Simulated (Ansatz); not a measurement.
The reference is LaB$_{6}$ (space group Pm-3m, No. 221; a = 4.130 Å).

All numbers come from Ansatz (an electronic-structure program), PBEsol, PAW, cutoff 420 eV, scalar-relativistic without spin-orbit coupling.

Before the change:

| Quantity | Value |
|---|---|
| Lattice parameter a | 4.130 Å |

Modification: cell and atoms relaxed at a pressure of 60 GPa.

Question: Predict the new lattice parameter a.

Answer: The lattice parameter a decreases by 0.294 Å (4.130 Å → 3.836 Å).

Load acts through the strain it causes; cell and atoms are relaxed under it. Stability against distortions was not tested. No other phases were tried under pressure. The final runs are not spin-polarised. An odd electron count without spin: LaB6.
